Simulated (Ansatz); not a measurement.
Structures of equal composition on the (111) surface of fcc Ni, ferromagnetic: a layer of Si in place of the second plane; a layer of Si in place of the third plane. The slabs share one bottom face, and each structure is named by its start. These are constructed structures in small cells; real faces may alloy, dewet or reconstruct in larger ones, and not all known structures of the face are among them. Slabs of about 10 Å with all that they carry, Fermi-Dirac smearing of 0.1 eV. Bottom of the slabs: a bare face, its two planes held. Relaxed from the named starts with such symmetry as they have, on meshes of like density; energies extrapolated to zero smearing; no spin-orbit coupling, no U. Spin-polarised runs, if any, are marked in brackets, and their order is one that fits the cell; the others ran without spin. Where a second, spin-polarised start was run, the lower counts.

Calculation: PBE (plane waves to 420 eV, PAW; Ansatz, a first-principles code).

Problem. Put the candidates in order of energy per 1x1 cell, lowest first, for PBE.

Solution. a layer of Si in place of the second plane (0.000 eV [spin, 2.1 μB a cell]), a layer of Si in place of the third plane (0.059 eV [spin, 2.1 μB a cell])
